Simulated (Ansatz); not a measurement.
Cell of (GaSb)6/(InAs)6 zinc blende (001) superlattice on GaSb -3.0%, with its geometry taken from a PBE run:

```xyz
24
Lattice="4.2676 0.0000 0.0000 0.0000 4.2676 0.0000 0.0000 0.0000 38.1213" Properties=species:S:1:pos:R:3 pbc="T T T"
Ga     0.0000     0.0000    -0.0773
Sb     2.1338     0.0000     1.5146
Ga     2.1338     2.1338     3.0983
Sb     0.0000     2.1338     4.6887
Ga     0.0000     0.0000     6.2768
Sb     2.1338     0.0000     7.8662
Ga     2.1338     2.1338     9.4560
Sb     0.0000     2.1338    11.0447
Ga     0.0000     0.0000    12.6362
Sb     2.1338     0.0000    14.2236
Ga     2.1338     2.1338    15.8192
Sb     0.0000     2.1338    17.3914
In     0.0000     0.0000    19.2206
As     2.1338     0.0000    20.8005
In     2.1338     2.1338    22.3943
As     0.0000     2.1338    23.9762
In     0.0000     0.0000    25.5650
As     2.1338     0.0000    27.1479
In     2.1338     2.1338    28.7349
As     0.0000     2.1338    30.3189
In     0.0000     0.0000    31.9048
As     2.1338     0.0000    33.4902
In     2.1338     2.1338    35.0735
As     0.0000     2.1338    36.6745
```

Level of theory: HSE06 (plane waves to 420 eV, PAW; Ansatz, a quantum-chemistry and plane-wave program). No spin–orbit coupling. Its k-point mesh 4×4×1, Fermi–Dirac width 0.01 eV. HSE06 ran on meshes of its own (4×4×1); its edges and gaps are taken over the mesh and over extra points off it, mostly where PBE has its edges.

Q: Give the plane-averaged electrostatic potential energy of an electron along the normal (the smooth PAW potential), about its mean over the cell.

A: 
```tsv
z (Å)	V (eV)
0.000	0.38
0.447	0.50
0.893	-0.14
1.340	-1.03
1.638	-1.07
2.085	-0.29
2.531	0.43
2.978	0.37
3.425	0.46
3.872	0.23
4.318	-0.76
4.765	-1.11
5.063	-0.75
5.510	0.21
5.956	0.44
6.403	0.37
6.850	0.44
7.297	-0.29
7.743	-1.09
8.041	-1.05
8.488	-0.16
8.935	0.47
9.381	0.36
9.828	0.46
10.275	0.14
10.722	-0.85
11.019	-1.12
11.466	-0.65
11.913	0.30
12.360	0.43
12.806	0.39
13.253	0.40
13.700	-0.40
14.147	-1.10
14.444	-0.98
14.891	-0.02
15.338	0.52
15.785	0.38
16.231	0.47
16.678	0.05
17.125	-0.82
17.423	-0.97
17.869	-0.23
18.316	1.00
18.763	-0.98
19.210	-2.34
19.656	-1.23
20.103	0.45
20.550	1.91
20.848	2.38
21.294	1.09
21.741	-0.17
22.188	-2.07
22.634	-1.99
23.081	-0.10
23.528	1.21
23.826	2.22
24.273	1.79
24.719	0.42
25.166	-1.36
25.613	-2.30
26.059	-0.90
26.506	0.66
26.953	2.12
27.251	2.34
27.697	0.94
28.144	-0.43
28.591	-2.18
29.038	-1.75
29.484	0.14
29.931	1.46
30.229	2.36
30.676	1.58
31.122	0.25
31.569	-1.63
32.016	-2.23
32.463	-0.58
32.909	0.84
33.207	1.84
33.654	2.21
34.101	0.75
34.547	-0.74
34.994	-2.27
35.441	-1.50
35.888	0.34
36.334	1.55
36.632	2.26
37.079	1.04
37.526	0.09
37.972	0.35
```
